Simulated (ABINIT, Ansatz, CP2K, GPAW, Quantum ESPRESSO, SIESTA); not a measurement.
**Cd (P6_3/mmc, 2 atoms in the cell) computed with different codes at matched settings**

Self-consistent single point.

```yaml
crystal:
  lattice:
    - [1.50192, -2.60140, 0.00000]
    - [1.50192, 2.60140, 0.00000]
    - [0.00000, 0.00000, 5.66496]
  atoms:
    - { symbol: Cd, position: [0.33333, 0.66667, 0.25000] }
    - { symbol: Cd, position: [0.66667, 0.33333, 0.75000] }
```

All programs got the same cell, k-point mesh and kind of occupations (in Ansatz's words: kpoints.mp_grid.grid = 13 13 6; scf.occupations.method = gaussian; scf.occupations.width = 0.1 eV); potentials, basis and cutoffs are each program's usual ones.

```csv
code,model,pressure (GPa),k-points,cutoff
GPAW,"PBE, GPAW PAW datasets PBE (gpaw-data 1.0.1)",0.83,84,600 eV
Ansatz,"PBE, default PAW files",1.29,84,default
SIESTA,"GGA PBE, numerical atomic orbitals DZP, PseudoDojo PBE standard norm-conserving potentials (rewritten from UPF to PSML)",-6.95,514,grid 350 Ry
CP2K,"PBE, GPW, DZVP-MOLOPT-SR-GTH basis, GTH-PBE potentials (GTH_POTENTIALS)",2.23,508,grid 500 Ry
Quantum ESPRESSO,"PBE, SSSP 1.1.2 precision (PBE) pseudopotentials",0.62,84,55 Ry
ABINIT,"PBE, PAW (JTH v2.0 PBE PAW)",1.20,84,40 Ry
```

The spread over the programs that give each value: pressure within 9.18 GPa.

The starting cell has typed, rounded lattice constants, without a prior relaxation at this level. Its lattice was rescaled by a random factor within 2.5 % of one.

**Question.** Why do the programs differ, and what cannot be compared?

**Answer.** Differences of this kind can come from the potentials, where these differ, and from what each basis and cutoff leave unconverged. The valence holds different numbers of electrons (GPAW 24, Ansatz (a quantum-chemistry and plane-wave program) 40, SIESTA 40, CP2K 24, Quantum ESPRESSO 24, ABINIT 24). The zero of total energies and Fermi levels follows the potentials and each program's conventions, so they are not compared here. SIESTA and CP2K use small atom-centred bases, whose incompleteness enters pressures, forces and empty levels differently from a plane-wave cutoff. Ansatz's pressure is given at a fixed set of plane waves, as the other plane-wave codes print theirs; with its correction for the finite basis it is 1.35 GPa. The programs reduce the same mesh by symmetry to different extents, which changes the work and not the result. In the pressure, SIESTA (by 7.97) and CP2K (by 1.21) lie more than 1 GPa from the median of the plane-wave programs.

Left out of this page: Elk and FLEUR (not drawn, or without a comparable value).

Keys are those of Ansatz 0.2.
